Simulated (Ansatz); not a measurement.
# BaTe: band gap against strain

BaTe (rock salt, Fm-3m, 44.070 Å³/atom at rest, cube axes along x, y and z) under an equal strain ε along all three axes. PBE in Ansatz, a plane-wave DFT program (PAW, default set), 420 eV, 8×8×8 Γ-centred mesh, Fermi-Dirac smearing 0.05 eV; ions are relaxed within the symmetry of each cell. Gaps are the smallest over the k-mesh and a band path, without spin-orbit coupling; in all rows the valence edge lies at Γ and the conduction edge at about 0.9 Å⁻¹ from Γ.

Here s stands for strain and Eg for gap.

| strain (%) | gap (eV) |
|---|---|
| -1.50 | 1.57 |
| -1.00 | 1.60 |
| -0.50 | 1.63 |
| 0.00 | 1.66 |
| 0.50 | 1.68 |
| 1.00 | 1.71 |
| 1.50 | 1.73 |
| 3.00 | ? |

Fit Eg against s with a straight line, and predict the withheld value at s = 3.00.

Means: s 0, Eg 1.654. About the means, the sum of products is 0.37500 and the sum of squares of s is 7.0000; the slope is their ratio. Least squares gives Eg = 1.654 + 0.0536·s. Residuals (row less fit): -0.004, 0.000, 0.003, 0.006, -0.001, 0.002, -0.004; standard error 0.004 (degrees of freedom: 5). Over these rows the gap moves by 5.4 ± 0.2 eV per unit strain, or 1.8 eV per unit of ln V. At the withheld row, Eg = 1.654 + 0.0536 × 3.0 = 1.815 eV. The calculation gives 1.80 eV, 0.015 eV below the prediction (6.5 % of the range of Eg in the table). The row lies outside the fitted rows, so this is an extrapolation. The fitted rows scatter only by rounding.

Other structures, which can take over under pressure, weren't tried. Spin-orbit coupling is left out, which can shift this property for BaTe. Rows are the converged runs of the series near zero and its far end; series whose fitted rows scatter by over a few per cent of the range, as at a crossing or softening among them, aren't shown in this form. Most that stay on the fit to the last digits aren't either.
